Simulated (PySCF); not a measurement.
PySCF 2.14.0, WB97X/def2-svpd: Zn(I)2 ([I][Zn][I]), 3 atoms. The geometry is a generated start, not checked to be a minimum at this level.

| Quantity | Result |
|---|---|
| task | energy and gradient |
| method | wb97x |
| basis | def2-svpd |
| mol.max_memory | 7000 MB |
| mf.init_guess | minao (default) |
| mf.DIIS | CDIIS (default) |
| mf.diis_space | 8 (default) |
| mf.conv_tol | 1e-09 (default) |
| mf.grids.level | 3 (default) |
| effective core potentials | those of the basis set, past Kr |
| basis functions (reference run) | 104 |
| grid points (reference run) | 64560 |

```xyz
3

Zn     0.0099     0.0001    -0.0004
I     -0.2054     1.9067    -1.5197
I      0.1955    -1.9068     1.5201
```

The reference run uses exact four-centre integrals. Single runs; times are not shown.

Settings tried, all else as in the reference:
- density fitting of J alone, exact K
- density fitting, auxbasis = autoaux
- density fitting, auxbasis = def2-universal-jfit
- density fitting

Question: Which of these stay within 1.0 meV/atom in energy, 10 meV/Å in forces (largest component) of the reference run?

Answer: Within it: density fitting; density fitting, auxbasis = autoaux; density fitting of J alone, exact K. Outside: density fitting, auxbasis = def2-universal-jfit.

```
setting                                          energy against the reference  difference in forces (largest component)
-----------------------------------------------  ----------------------------  ----------------------------------------
density fitting                                                −0.23 meV/atom                               0.094 meV/Å
density fitting, auxbasis = autoaux                            −0.50 meV/atom                                0.39 meV/Å
density fitting of J alone, exact K                            −0.51 meV/atom                               0.030 meV/Å
density fitting, auxbasis = def2-universal-jfit               +29000 meV/atom                                 350 meV/Å
```

Total energies are compared; such shifts often cancel in part in energy differences. def2-universal-jfit is made for Coulomb alone and misses functions that exchange needs. No test of the SCF solution's stability was run. Also tried and not ranked: density fitting, auxbasis = def2-universal-jkfit (same energy as a listed run); COSX exchange (sgx_fit, pjs) with fitted J, mf.with_df.grids_level_i = 1, mf.with_df.grids_level_f = 1 (gradient came out as NaN); COSX exchange (sgx_fit, pjs) with fitted J, mf.with_df.grids_level_i = 1, mf.with_df.grids_level_f = 2 (default) (gradient came out as NaN); COSX exchange (sgx_fit, pjs) with fitted J, mf.with_df.grids_level_i = 1, mf.with_df.grids_level_f = 3 (gradient came out as NaN); COSX exchange (sgx_fit, pjs) with fitted J, mf.with_df.grids_level_i = 1, mf.with_df.grids_level_f = 4 (gradient came out as NaN). The tolerance is a choice made for this comparison.
